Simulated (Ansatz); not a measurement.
## TiO (P-62m, No. 189; structure not from a measured cell): volume per atom by level of theory

No measured value is used here.

```json
[
 {"level (code)": "LDA (Ansatz)", "value (Å³/atom)": "9.78"},
 {"level (code)": "PBEsol (Ansatz)", "value (Å³/atom)": "10.06"},
 {"level (code)": "r²SCAN (Ansatz)", "value (Å³/atom)": "10.26"},
 {"level (code)": "r²SCAN-D4 (Ansatz)", "value (Å³/atom)": "10.19"},
 {"level (code)": "r²SCAN+rVV10 (Ansatz)", "value (Å³/atom)": "10.19"}
]
```

LDA, PBEsol, r²SCAN, r²SCAN-D4, r²SCAN+rVV10: the run has no spin polarisation, so it can have missed a magnetic state. LDA, PBEsol, r²SCAN, r²SCAN-D4, r²SCAN+rVV10: the relaxation could not lower the start's symmetry, so the cell can be a saddle point above a distorted one. Ansatz's density-functional and Hartree–Fock values are scalar-relativistic unless marked +SOC, with PAW data made under PBE.

Ansatz is a first-principles code.
